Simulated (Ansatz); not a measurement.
# HgS, response to strain

The reference is HgS in the zinc blende structure (space group F-43m, No. 216; a = 5.876 Å).

Strains are applied to the cell and any free atomic positions relax.

The values are results of Ansatz (a program for electronic structure) PBEsol, no spin-orbit coupling, not measurements.

Notes on the quantities. energy relative to the base: free energy F.

```json
[
 {"case": "base", "volume per atom": "25.36 Å³", "pressure": "0.0 GPa", "energy relative to the base": "0 meV/atom"},
 {"case": "isotropic strain −3.00 %", "volume per atom": "23.14 Å³", "pressure": "6.9 GPa", "energy relative to the base": "+44 meV/atom"},
 {"case": "isotropic strain −2.00 %", "volume per atom": "23.87 Å³", "pressure": "4.2 GPa", "energy relative to the base": "+19 meV/atom"},
 {"case": "isotropic strain −1.50 %", "volume per atom": "24.23 Å³", "pressure": "3.1 GPa", "energy relative to the base": "+10 meV/atom"},
 {"case": "isotropic strain −1.00 %", "volume per atom": "24.61 Å³", "pressure": "2.0 GPa", "energy relative to the base": "+4.5 meV/atom"},
 {"case": "isotropic strain +0.50 %", "volume per atom": "25.74 Å³", "pressure": "-0.9 GPa", "energy relative to the base": "+1.1 meV/atom"},
 {"case": "isotropic strain +1.00 %", "volume per atom": "26.13 Å³", "pressure": "-1.7 GPa", "energy relative to the base": "+4.1 meV/atom"},
 {"case": "isotropic strain +1.50 %", "volume per atom": "26.52 Å³", "pressure": "-2.4 GPa", "energy relative to the base": "+9.1 meV/atom"},
 {"case": "isotropic strain +2.50 %", "volume per atom": "27.31 Å³", "pressure": "-3.7 GPa", "energy relative to the base": "+24 meV/atom"},
 {"case": "isotropic strain +3.00 %", "volume per atom": "27.71 Å³", "pressure": "-4.3 GPa", "energy relative to the base": "+34 meV/atom"}
]
```

A case with no gap was solved on a k-mesh chosen for an insulator, which is coarse for it. Stability against distortions was not tested. All final runs are without spin polarisation.
